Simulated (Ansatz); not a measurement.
**HgTe: energy against strain**

HgTe (zinc blende, F-43m, 34.483 Å³/atom at rest) under an equal strain ε in the (001) plane with the normal axis free, as in a coherent film. PBEsol in Ansatz, a plane-wave DFT program (PAW, default set), 420 eV, 9×9×9 Γ-centred mesh, Fermi-Dirac smearing 0.05 eV; ions are relaxed within the symmetry of each cell.

Here s stands for strain and y for E less E0.

```csv
strain (%),E less E0 (meV/atom)
-3.00,?
-1.50,1.88
-1.00,0.83
-0.50,0.20
0.00,0.00
0.50,0.20
1.00,0.79
1.50,1.77
```

Using a parabola, estimate the missing y at s = -3.00 from the other rows, showing the fit.

Least squares gives y = -0.002 - 0.0293·s + 0.8119·s². Residuals (row less fit): 0.011, -0.009, -0.016, 0.002, 0.014, 0.009, -0.011; standard error 0.015 (degrees of freedom: 4). Twice the quadratic coefficient over the volume, 2 × 0.8119 meV × 10⁴ × 0.1602 / 34.483 Å³, is twice the biaxial elastic modulus of this plane = 75 ± 0.6 GPa. At the withheld row, y = -0.002 - 0.0293 × (-3.0) + 0.8119 × (-3.0)² = 7.393 meV/atom. The calculation gives 7.82 meV/atom, 0.427 meV/atom above the prediction (5.5 % of the range of y in the table). The row lies outside the fitted rows, so this is an extrapolation. From the scatter of the fitted rows alone, a prediction at this place has a standard error of 0.056 meV/atom, so the miss is 7.6 times that.

One order more, fitted to all 13 runs of the series, follows each within 0.01, so the miss is the next term of a smooth law. This level leaves no gap over 0.05 eV at strain -3.00, -1.50, -1.00, -0.50, 0.00, 0.50, where the mesh may be coarse. Rows are the converged runs of the series near zero and its far end; series whose fitted rows scatter by over a few per cent of the range, as at a crossing or softening among them, aren't shown in this form. Most that stay on the fit to the last digits aren't either.
